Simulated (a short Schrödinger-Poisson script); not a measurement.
**MOS inversion layer, SiO2 on p-type Si(110)**

Structure: MOS inversion layer, SiO2 on p-type Si(110), at 300 K.

| layer | material | thickness (nm) | Na (cm⁻³) |
|---|---|---|---|
| 1 | SiO2 | 2.1 | - |
| 2 | Si | 520 | 1.7e17 |

The device is made up for the run: typed textbook-type constants, with dimensions and the other settings drawn at random. SiO2: permittivity 3.9, conduction-band edge (eV) 3.15, gap (eV) 9, electron mass (mₑ) 0.5. Si: permittivity 11.7, conduction-band edge (eV) 0, gap (eV) 1.124, Nv at 300 K (cm⁻³) 3.1e19.

Channel valleys (confinement mass, in-plane density-of-states mass, number): Δ4 0.315, 0.324, 4; Δ2 0.19, 0.417, 2. At the gate the conduction-band edge of layer 1 lies 3.27 eV − eVg above the Fermi level of the channel; the field vanishes at the back. Gaps are held at their typed values at every temperature. Mesh 0.03 nm at interfaces.

From a short Schrödinger-Poisson script (our own, NumPy): 1D Poisson equation in equilibrium, electrons quantum, Hartree (BenDaniel-Duke, 12 states a valley, the channel's in-plane mass for all, wave functions ending at the dielectric), parabolic valleys, classical holes, full ionisation, no traps, pinning or gate leakage.

```
Vg (V)  electrons (cm⁻²)  C (μF/cm²)  Δ4 E0 (meV)  Δ4 E1 (meV)  Δ2 E0 (meV)  Δ2 E1 (meV)
------  ----------------  ----------  -----------  -----------  -----------  -----------
-0.1              2.47e6       0.137        413.2        470.1        427.3        494.0
0                 7.31e7       0.129        325.0        384.9        339.9        410.1
0.1               2.22e9       0.133        236.4        299.0        251.9        325.3
0.2              5.49e10       0.337        153.0        218.2        169.2        245.7
0.3              3.89e11       0.825        101.5        170.4        119.0        198.8
0.4              9.67e11        1.04         77.0        150.0         96.2        179.3
0.5              1.64e12        1.13         62.3        139.5         83.3        169.4
0.6              2.36e12        1.19         51.9        133.0         74.6        163.5
0.7              3.11e12        1.22         43.8        128.7         68.2        159.7
0.8              3.88e12        1.25         37.1        125.6         63.1        157.0
0.9              4.67e12        1.27         31.4        123.3         59.0        155.0
1                5.47e12        1.29         26.4        121.5         55.6        153.6
1.1              6.27e12        1.30         21.9        120.2         52.6        152.5
1.2              7.09e12        1.31         17.8        119.1         50.0        151.7
1.3              7.91e12        1.32         14.1        118.2         47.7        151.0
1.4              8.74e12        1.33         10.6        117.6         45.6        150.5
1.5              9.58e12        1.34          7.3        117.0         43.7        150.2
1.6              1.04e13        1.35          4.2        116.6         42.0        149.9
1.7              1.13e13        1.36          1.3        116.3         40.4        149.7
1.8              1.21e13        1.36         -1.5        116.0         38.9        149.5
1.9              1.30e13        1.37         -4.1        115.8         37.6        149.4
```

Subbands count from the Fermi level.
